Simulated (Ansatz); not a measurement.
An Ansatz (an electronic-structure program) input (r2SCAN in Ansatz (plane waves to 500 eV, PAW, no SOC)):

Ansatz 0.2 input:
```yaml
crystal:
  lattice:
    - [5.4766939525, -0.0000000001, -4.315931784]
    - [-2.7383469762, 4.7429560917, 0]
    - [5.4766939525, -0.0000000001, 4.315931784]
  atoms:
    - { symbol: Os, position: [0.7011923657, 0.337176815, 0.465955284] }
    - { symbol: Os, position: [0.7112807078, 0.8380001207, 0.4619663759] }
    - { symbol: Os, position: [0.9536631809, 0.328120899, 0.7051570309] }
    - { symbol: Os, position: [0.9603521291, 0.8355153371, 0.7121529417] }
    - { symbol: Os, position: [0.2119315024, 0.3271194646, 0.9588980705] }
    - { symbol: Os, position: [0.2085839865, 0.8335849816, 0.9615798492] }
    - { symbol: Os, position: [0.4562133676, 0.3314526309, 0.2120276594] }
    - { symbol: Os, position: [0.4611560745, 0.8360471147, 0.2058507916] }
    - { symbol: Os, position: [0.0413636079, 0.1718345062, 0.2960147928] }
    - { symbol: Os, position: [0.0348083611, 0.6615235395, 0.2872434989] }
    - { symbol: Os, position: [0.2905665934, 0.1611655266, 0.5373956216] }
    - { symbol: Os, position: [0.2910113179, 0.667778306, 0.5419124251] }
    - { symbol: Os, position: [0.5336869716, 0.1626178193, 0.7905834895] }
    - { symbol: Os, position: [0.5395330198, 0.6672195786, 0.7923390184] }
    - { symbol: Os, position: [0.7882650461, 0.167565985, 0.0394017214] }
    - { symbol: Os, position: [0.7919021415, 0.6671655191, 0.0385306697] }
    - { symbol: H, position: [-0.0130681954, 0.1644048834, 0.8341377221] }
basis: { ecutwfc: 500, ecutrho_ratio: 4, xc_grid: 4, fft_grid_basis: typed }
kpoints: { mp_grid: { grid: [7, 7, 7] } }
hamiltonian:
  xc: r2scan
  dispersion: none
  pseudopotentials: { kind: paw }
scf: { occupations: { method: fermi_dirac, width: 0.05 }, convergence: { dr2_threshold: 0.0000000017 } }
relax: { f_tol: 0.02, max_steps: 45 }
output: { forces: true, stress: true }
checkpoint: { write: state.ck, write_every: 1000 }
```

### Question
Which symmetry and how many k-points will the program report, and about how many plane waves at Γ?

### Answer
Space group P1 (ITA 1) with 1 operations, k-points 172 of 343, and 5695 plane waves at Γ.

### Question
And the final pressure?

### Answer
6.19 GPa (compression positive).

The cell is small, so the values are those of an ordered compound at a high defect concentration; dilute-limit values will differ. All final runs are without spin polarisation. The cell was made from Os in the hcp (Mg type) structure (space group P6_3/mmc, No. 194) by this change: H interstitial (started 1.62 Å from the nearest host atom). The defect cell is not spin-polarised.
